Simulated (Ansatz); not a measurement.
**Response to strain in Mo**

Take Mo in the bcc (W type) structure (space group Im-3m, No. 229; a = 3.1300 Å; relaxed with 0.1 eV smearing) as the base. Axes: x, y, z lie along the cube axes.

Strains are applied to the cell and any free atomic positions relax; under biaxial strain the out-of-plane vector relaxes too.

Method: PBEsol in Ansatz (plane waves to 420 eV, PAW, no spin-orbit coupling).

Candidates:
(a) biaxial strain −2.50 %, plane normal [001], relaxed out of plane
(b) biaxial strain +1.50 %, plane normal [001], relaxed out of plane
(c) biaxial strain +2.50 %, plane normal [001], relaxed out of plane
(d) biaxial strain +1.00 %, plane normal [001], relaxed out of plane

Task: Order them by out-of-plane strain, lowest first.

Result: (c) biaxial strain +2.50 %, plane normal [001], relaxed out of plane (-1.67 %), (b) biaxial strain +1.50 %, plane normal [001], relaxed out of plane (-1.02 %), (d) biaxial strain +1.00 %, plane normal [001], relaxed out of plane (-0.69 %), (a) biaxial strain −2.50 %, plane normal [001], relaxed out of plane (+1.93 %)

Stability against distortions was not tested. All final runs are without spin polarisation.

Ansatz is a quantum-chemistry and plane-wave program.
